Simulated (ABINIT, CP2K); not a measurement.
An ABINIT input for a self-consistent single point of HfAu (P4/nmm, 4 atoms in the cell) (DFT, PBEsol, plane waves, norm-conserving pseudopotentials (PseudoDojo nc-sr-04 PBEsol standard)):

```
# HfAu, PseudoDojo nc-sr-04 PBEsol standard
pp_dirpath "./"
pseudos "Hf.upf, Au.upf"
acell 3*1.0 Angstrom
rprim
         3.4838600000    0.0000000000    0.0000000000
         0.0000000000    3.4838600000    0.0000000000
         0.0000000000    0.0000000000    6.3205200000
natom 4
ntypat 2
znucl 72 79
typat 1 1 2 2
xred
         0.0000000000    0.5000000000    0.8515800000
         0.5000000000    0.0000000000    0.1484200000
         0.0000000000    0.5000000000    0.3714300000
         0.5000000000    0.0000000000    0.6285700000
ecut 38
ixc -116133
occopt 7
tsmear 0.00367493
nband 40
kptopt 1
ngkpt 8 8 4
nshiftk 1
shiftk 0 0 0
nstep 60
toldfe 1.0e-09
prtwf 0
prtden 0
```

Q: Give the CP2K input for the same structure, mesh, smearing and functional.

A: One input that does it (others would too):

```
&GLOBAL
  PROJECT calc
  RUN_TYPE ENERGY_FORCE
  PRINT_LEVEL MEDIUM
&END GLOBAL
&FORCE_EVAL
  METHOD Quickstep
  STRESS_TENSOR ANALYTICAL
  &DFT
    BASIS_SET_FILE_NAME BASIS_MOLOPT
    POTENTIAL_FILE_NAME GTH_POTENTIALS
    &QS
      METHOD GPW
      EPS_DEFAULT 1E-10
    &END QS
    &MGRID
      CUTOFF 500
      REL_CUTOFF 60
      NGRIDS 5
    &END MGRID
    &SCF
      SCF_GUESS ATOMIC
      EPS_SCF 1E-6
      MAX_SCF 100
      ADDED_MOS 8
      &DIAGONALIZATION
        ALGORITHM STANDARD
      &END DIAGONALIZATION
      &MIXING
        METHOD BROYDEN_MIXING
        ALPHA 0.3
        NBUFFER 10
        BETA 1
      &END MIXING
      &SMEAR ON
        METHOD GAUSSIAN
        SIGMA [eV] 0.1
      &END SMEAR
    &END SCF
    &KPOINTS
      SCHEME MONKHORST-PACK 8 8 4
      GAMMA_CENTERED T
    &END KPOINTS
    &XC
      &XC_FUNCTIONAL
        &PBE
          PARAMETRIZATION PBESOL
        &END PBE
      &END XC_FUNCTIONAL
    &END XC
    &PRINT
      &MO
        EIGENVALUES T
        OCCUPATION_NUMBERS T
        NDIGITS 8
        FILENAME mo
        &EACH
          QS_SCF 0
        &END EACH
        ADD_LAST NUMERIC
      &END MO
      &MULLIKEN ON
      &END MULLIKEN
    &END PRINT
  &END DFT
  &SUBSYS
    &CELL
      A 3.48386000 0.00000000 0.00000000
      B 0.00000000 3.48386000 0.00000000
      C 0.00000000 0.00000000 6.32052000
      PERIODIC XYZ
    &END CELL
    &COORD
      Hf       0.00000000     1.74193000     5.38242842
      Hf       1.74193000     0.00000000     0.93809158
      Au       0.00000000     1.74193000     2.34763074
      Au       1.74193000     0.00000000     3.97288926
    &END COORD
    &KIND Hf
      BASIS_SET DZVP-MOLOPT-SR-GTH-q12
      POTENTIAL GTH-PBE-q12
    &END KIND
    &KIND Au
      BASIS_SET DZVP-MOLOPT-SR-GTH-q11
      POTENTIAL GTH-PBE-q11
    &END KIND
  &END SUBSYS
  &PRINT
    &FORCES ON
    &END FORCES
    &STRESS_TENSOR ON
    &END STRESS_TENSOR
  &END PRINT
&END FORCE_EVAL
```

Basis settings and potentials, where a program has them, do not carry over. This input uses DFT PBEsol, GPW, DZVP-MOLOPT-SR-GTH basis, GTH-PBE potentials (GTH_POTENTIALS).

The starting cell comes from a database of computed structures (which also holds hypothetical and non-ambient phases and stackings), without a prior relaxation at this level.
